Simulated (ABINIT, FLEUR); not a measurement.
A FLEUR input for a self-consistent single point of InSe (C2/m, 4 atoms in the cell) (DFT, PBEsol, all-electron FLAPW (FLEUR), scalar-relativistic valence):

Input of the input generator:

```
InSe crystal
&input film=f /
10.7900848380 -3.8050712663 -0.0000000000
10.7900848380 3.8050712663 -0.0000000000
-3.1913071183 -0.0000000000 8.8362176293
1.0
1.0 1.0 1.0

4
49 0.1118000000 0.1118000000 0.9531600000
49 0.8882000000 0.8882000000 0.0468400000
34 0.3390700000 0.3390700000 0.3310400000
34 0.6609300000 0.6609300000 0.6689600000

&comp jspins=1 /
&exco xctyp='PBEs' /
&kpt div1=5 div2=5 div3=4 gamma=t /
&end /
```

```xml
<?xml version="1.0" encoding="UTF-8" standalone="no"?>
<fleurInput fleurInputVersion="0.39">
   <comment>
      InSe crystal                                                                                        
   </comment>
   <calculationSetup>
      <cutoffs Kmax="4.2" Gmax="16.8" GmaxXC="16.8" numbands="0"/>
      <scfLoop itmax="80" minDistance="0.00001" maxIterBroyd="15" imix="Anderson" alpha="0.05" precondParam="0.0" spinf="2.0"/>
      <coreElectrons ctail="T" frcor="F" kcrel="0" coretail_lmax="0"/>
      <xcFunctional name="PBEs" relativisticCorrections="F"/>
      <magnetism jspins="1"/>
      <soc l_soc="F" theta="0.0" phi="0.0" spav="F"/>
      <expertModes spex="0" secvar="F"/>
      <geometryOptimization l_f="T" forcealpha="1.0" forcemix="BFGS" epsdisp="0.00001" epsforce="0.00001"/>
      <ldaU l_linMix="F" mixParam="0.05" spinf="1.0"/>
   </calculationSetup>
   <cell>
      <bzIntegration valenceElectrons="58.0" mode="hist" fermiSmearingEnergy="0.0001">
         <kPointListSelection listName="default-1"/>
         <!-- k-points included here -->
         <xi:include xmlns:xi="http://www.w3.org/2001/XInclude" href="kpts.xml"> </xi:include>
      </bzIntegration>
      <!-- symmetry operations included here -->
      <xi:include xmlns:xi="http://www.w3.org/2001/XInclude" href="sym.xml"> </xi:include>
      <bulkLattice scale="1.0">
         <bravaisMatrix>
            <row-1>   10.7900848380000003    -3.8050712663000001     0.0000000000000000</row-1>
            <row-2>   10.7900848380000003     3.8050712663000001     0.0000000000000000</row-2>
            <row-3>   -3.1913071183000001     0.0000000000000000     8.8362176293000001</row-3>
         </bravaisMatrix>
      </bulkLattice>
   </cell>
   <atomSpecies>
      <species name="Indium (In)" element="In" atomicNumber="49">
         <mtSphere radius="2.37" gridPoints="817" logIncrement="0.016"/>
         <atomicCutoffs lmax="10" lnonsphr="8"/>
         <electronConfig flipSpins="F">
            <coreConfig>(1s1/2) (2s1/2) (2p1/2) (2p3/2) (3s1/2) (3p1/2) (3p3/2) (4s1/2) (3d3/2) (3d5/2) (4p1/2) (4p3/2)</coreConfig>
            <valenceConfig>(5s1/2) (4d3/2) (4d5/2) (5p1/2) (5p3/2)</valenceConfig>
            <stateOccupation state="(5p1/2)" spinUp="0.1666666666667" spinDown="0.1666666666667"/>
            <stateOccupation state="(5p3/2)" spinUp="0.3333333333333" spinDown="0.3333333333333"/>
         </electronConfig>
         <energyParameters s="5" p="5" d="5" f="4"/>
         <lo type="SCLO" l="2" n="4" eDeriv="0"/>
      </species>
      <species name="Selenium (Se)" element="Se" atomicNumber="34">
         <mtSphere radius="2.37" gridPoints="817" logIncrement="0.015"/>
         <atomicCutoffs lmax="10" lnonsphr="8"/>
         <electronConfig flipSpins="F">
            <coreConfig>(1s1/2) (2s1/2) (2p1/2) (2p3/2) (3s1/2) (3p1/2) (3p3/2)</coreConfig>
            <valenceConfig>(4s1/2) (3d3/2) (3d5/2) (4p1/2) (4p3/2)</valenceConfig>
            <stateOccupation state="(4p1/2)" spinUp="0.6666666666667" spinDown="0.6666666666667"/>
            <stateOccupation state="(4p3/2)" spinUp="1.3333333333333" spinDown="1.3333333333333"/>
         </electronConfig>
         <energyParameters s="4" p="4" d="3" f="4"/>
         <lo type="HELO" l="2" n="4" eDeriv="0"/>
      </species>
   </atomSpecies>
   <atomGroups>
      <atomGroup species="Indium (In)">
         <relPos label="                   1">.1118000000 .1118000000 -.0468400000</relPos>
         <relPos label="                   2">-.1118000000 -.1118000000 .0468400000</relPos>
         <force calculate="T" relaxXYZ="TTT"/>
      </atomGroup>
      <atomGroup species="Selenium (Se)">
         <relPos label="                   3">.3390700000 .3390700000 .3310400000</relPos>
         <relPos label="                   4">-.3390700000 -.3390700000 -.3310400000</relPos>
         <force calculate="T" relaxXYZ="TTT"/>
      </atomGroup>
   </atomGroups>
   <output dos="F" band="F" slice="F">
      <checks vchk="F" cdinf="F"/>
      <bandDOS minEnergy="-.5*Htr" maxEnergy="0.5*Htr" sigma="0.015" storeEVData="T"/>
      <vacuumDOS vacdos="F" integ="F" star="F" nstars="0" locx1="0.0" locy1="0.0" locx2="0.0" locy2="0.0" nstm="0" tworkf="0.0"/>
      <unfoldingBand unfoldBand="F" supercellX="1" supercellY="1" supercellZ="1"/>
      <plotting iplot="0" polar="F">
         <plot TwoD="T" vec1="  1.0  0.0  0.0" vec2="  0.0  1.0  0.0" vec3="  0.0  0.0  1.0" zero="  0.0  0.0  0.0" file="plot"/>
      </plotting>
      <chargeDensitySlicing numkpt="0" minEigenval="0.0" maxEigenval="0.0" nnne="0" pallst="F"/>
      <specialOutput eonly="F"/>
      <magneticCircularDichroism mcd="F" energyLo="-10.0" energyUp="0.0"/>
   </output>
  <!-- We include the file relax.xml here to enable relaxations (see documentation) -->
  <xi:include xmlns:xi="http://www.w3.org/2001/XInclude" href="relax.xml"> <xi:fallback/> </xi:include>
</fleurInput>
```

Task: Give the ABINIT input for the same structure, mesh, smearing and functional.

Result: One input that does it (others would too):

```
# InSe, PseudoDojo nc-sr-04 PBEsol standard
pp_dirpath "./"
pseudos "In.upf, Se.upf"
acell 3*1.0
rprim
        10.7900848380   -3.8050712663   -0.0000000000
        10.7900848380    3.8050712663   -0.0000000000
        -3.1913071183   -0.0000000000    8.8362176293
natom 4
ntypat 2
znucl 49 34
typat 1 1 2 2
xred
         0.1118000000    0.1118000000    0.9531600000
         0.8882000000    0.8882000000    0.0468400000
         0.3390700000    0.3390700000    0.3310400000
         0.6609300000    0.6609300000    0.6689600000
ecut 43 Ha
ixc -116133
occopt 1
nband 32
kptopt 1
ngkpt 5 5 4
nshiftk 1
shiftk 0 0 0
nstep 100
toldfe 1.0e-09
diemac 12
prtwf 0
prtden 0
enunit 2
```

Basis, cutoffs, solver keys and any potentials are the target program's own. This input uses DFT, PBEsol, plane waves, norm-conserving pseudopotentials (PseudoDojo nc-sr-04 PBEsol standard).

The starting cell comes from a database of computed structures (which also holds hypothetical and non-ambient phases and stackings), without a prior relaxation at this level. For this run, on top of that: lattice scaled by 0.98.
